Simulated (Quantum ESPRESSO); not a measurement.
Quantum ESPRESSO 7.5, DFT, PBE, plane waves, PseudoDojo 0.5 standard norm-conserving PBE (local tails restored to the Coulomb form): zinc-blende GaP, 2 atoms. Basis and mesh were picked for this test and aren't claimed converged.

```json
{
 "cell": "3.85, 3.85, 3.85 Å; 60, 60, 60°",
 "task": "phonons by DFPT",
 "k mesh": "8×8×8",
 "ecutwfc": "80 Ry",
 "ecutrho": "320 Ry",
 "occupations": "fixed",
 "conv_thr": "1e-12 Ry",
 "tprnfor": "true",
 "tstress": "false",
 "tr2_ph": "1e-14",
 "q": "[0, 0, 0] 2π/alat, Cartesian",
 "k-points computed": "29"
}
```

Machine: one whole node, AMD EPYC (Zen 5), 96 cores on 1 socket, no SMT, 12 L3 cache groups.

Times are wall-clock medians of two to five runs, from launch to exit, with nothing else on the machine. Processes are pinned to neighbouring cores unless said otherwise. The build: conda-forge: Open MPI 5.0, OpenMP, OpenBLAS 0.3.34 (pthreads), FFTW, ScaLAPACK, ELPA; another build can shift the numbers. Scratch files lie in a memory file system. A preparatory run goes ahead and isn't timed.

All on 16 ranks. The candidates, on 16 cores each, agree within 1.0 cm⁻¹ in frequencies (largest shift), 10 cm⁻¹ in the acoustic modes at q = 0 (no sum rule applied; largest shift):
A. -nk 1
B. -nk 2
C. -nk 16
D. -nk 4

### Question
Pick the fastest of these ways to run it.

### Answer
C (-nk 16), 12 s. At the other end A takes 1.4× as long.

```
candidate  wall time            repeats  response iterations (all representations)
---------  ---------  -----------------  -----------------------------------------
C               12 s  3 runs within 1 %                                         13
D               14 s  3 runs within 1 %                                         13
B               15 s  2 runs within 1 %                                         13
A               18 s  2 runs within 1 %                                         13
```

From the slowest to the fastest: The largest move is in solving the linear systems (cgsolve): 14 s to 7.7 s.
